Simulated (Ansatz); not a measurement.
Input:

```yaml
crystal:
  lattice:
    - [3.80945, 0.00000, 0.00000]
    - [-1.90472, 3.29908, 0.00000]
    - [1.90472, -1.09969, 3.11040]
  atoms:
    - { symbol: Zn, position: [0.00000, 0.00000, 0.00000] }
    - { symbol: S, position: [0.25000, 0.75000, 0.25000] }
```

Space group of this cell: F-43m, zinc blende. The cell is taken as given.

The current runs along the normal of the first two printed vectors, the (111) plane. All runs by Ansatz (a program for electronic structure), plane waves and PAW, without spin-orbit coupling; the base is r2SCAN.

```json
[
 {"run": "base", "mean pressure (GPa)": "0.1", "gap (eV)": "2.71", "mid-gap κ (1/Å)": "0.173"},
 {"run": "all lengths scaled by 0.98", "mean pressure (GPa)": "5.5", "gap (eV)": "?", "mid-gap κ (1/Å)": "?"},
 {"run": "all lengths scaled by 1.02", "mean pressure (GPa)": "-4.0", "gap (eV)": "2.44", "mid-gap κ (1/Å)": "0.162"},
 {"run": "lda in place of r2scan", "mean pressure (GPa)": "-3.9", "gap (eV)": "?", "mid-gap κ (1/Å)": "?"},
 {"run": "lengths across the current scaled by 0.98, ions clamped", "mean pressure (GPa)": "3.6", "gap (eV)": "2.86", "mid-gap κ (1/Å)": "0.177"},
 {"run": "lengths across the current scaled by 1.02, ions clamped", "mean pressure (GPa)": "-2.7", "gap (eV)": "2.48", "mid-gap κ (1/Å)": "0.168"},
 {"run": "lengths along the current scaled by 0.97, ions clamped", "mean pressure (GPa)": "2.8", "gap (eV)": "?", "mid-gap κ (1/Å)": "?"},
 {"run": "lengths along the current scaled by 1.03, ions clamped", "mean pressure (GPa)": "-2.0", "gap (eV)": "2.52", "mid-gap κ (1/Å)": "0.164"},
 {"run": "pbesol in place of r2scan", "mean pressure (GPa)": "-1.3", "gap (eV)": "2.01", "mid-gap κ (1/Å)": "0.139"}
]
```

Problem. Complete the blanks.

Solution. 
- all lengths scaled by 0.98, gap (eV): 2.99
- all lengths scaled by 0.98, mid-gap κ (1/Å): 0.184
- lda in place of r2scan, gap (eV): 1.90
- lda in place of r2scan, mid-gap κ (1/Å): 0.132
- lengths along the current scaled by 0.97, ions clamped, gap (eV): 2.76
- lengths along the current scaled by 0.97, ions clamped, mid-gap κ (1/Å): 0.183
